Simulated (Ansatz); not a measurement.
# Short convergence ladders for a (111) slab of YAl2 (cut from a parent of space group no. 227; 12 atoms in the cell)

```yaml
crystal:
  lattice:
    - [5.53334, 0.00000, 0.00000]
    - [2.76667, 4.79201, 0.00000]
    - [0.00000, 0.00000, 21.34171]
  atoms:
    - { symbol: Al, position: [0.82224, 0.32224, 0.32800] }
    - { symbol: Al, position: [0.48891, 0.48891, 0.43385] }
    - { symbol: Al, position: [0.32224, 0.32224, 0.32800] }
    - { symbol: Al, position: [0.32224, 0.82224, 0.32800] }
    - { symbol: Al, position: [0.15557, 0.65557, 0.53969] }
    - { symbol: Al, position: [0.82224, 0.82224, 0.64554] }
    - { symbol: Al, position: [0.65557, 0.65557, 0.53969] }
    - { symbol: Al, position: [0.65557, 0.15557, 0.53969] }
    - { symbol: Y, position: [0.82224, 0.82224, 0.40739] }
    - { symbol: Y, position: [0.15557, 0.15557, 0.46031] }
    - { symbol: Y, position: [0.15557, 0.15557, 0.61908] }
    - { symbol: Y, position: [0.48891, 0.48891, 0.67200] }
```

Base method: PBEsol, default PAW files made with PBE (plane waves; Ansatz, a first-principles code).

Base settings: basis.ecutwfc = 420 eV; kpoints.mp_grid.grid = 6 6 1; hamiltonian.xc = pbesol; hamiltonian.pseudopotentials = {kind: paw} (the program's default PAW files); scf.occupations.method = fermi_dirac; scf.occupations.width = 0.1 eV.

The count of work is k-points × plane waves × bands × iterations; it is no time. 

**The vacuum with a dipole correction**

In this ladder: efield.axis = 3; efield.dipole_correction = true.

The mesh stays at the base's, so the ladder's end is converged at best in this setting alone.

Only quantities that move along the ladder and can be compared are tabulated.

| vacuum between outermost atoms (Å) | largest difference of a force vector from the last step's (eV/Å) | count of work / last |
|---|---|---|
| 6.0 | 0.020 | 0.48 |
| 8.0 | 0.009 | 0.56 |
| 10.0 | 0.002 | 0.63 |
| 14.0 | 0.000 | 0.78 |
| 20.0 | 0.000 | 1.0 |

Smallest vacuum between outermost atoms (Å) that holds the forces within 0.01 eV/Å of the last step, with all finer ones: 8.0; the step before is off by 0.020 eV/Å.

**The plane-wave cutoff**

The mesh stays at the base's, so the ladder's end is converged at best in this setting alone.

Only quantities that move along the ladder and can be compared are tabulated.

```csv
basis.ecutwfc,free energy less the last step's (meV/atom),largest difference of a force vector from the last step's (eV/Å),count of work / last
210 eV,310.79,0.088,0.14
250 eV,109.72,0.083,0.16
295 eV,28.84,0.041,0.21
355 eV,4.12,0.002,0.28
420 eV,0.41,0.000,0.35
505 eV,0.11,0.000,0.47
630 eV,0.05,0.000,0.65
840 eV,0.00,0.000,1.0
```

Coarsest basis.ecutwfc that holds the free energy within 1 meV/atom of the last step, with all finer ones: 420 eV, at 0.35 of the last step's count of work; the step before is off by 4.1 meV/atom.

Coarsest basis.ecutwfc that holds the forces within 0.01 eV/Å of the last step, with all finer ones: 355 eV, at 0.28 of the last step's count of work; the step before is off by 0.041 eV/Å.

On the base run: the starting cell comes from a database of computed structures (which also holds hypothetical and non-ambient phases and stackings), without a prior relaxation at this level. The slab is cut from that crystal, and its faces are unrelaxed. Its lattice was rescaled by up to half a per cent.

Keys are those of Ansatz 0.2.
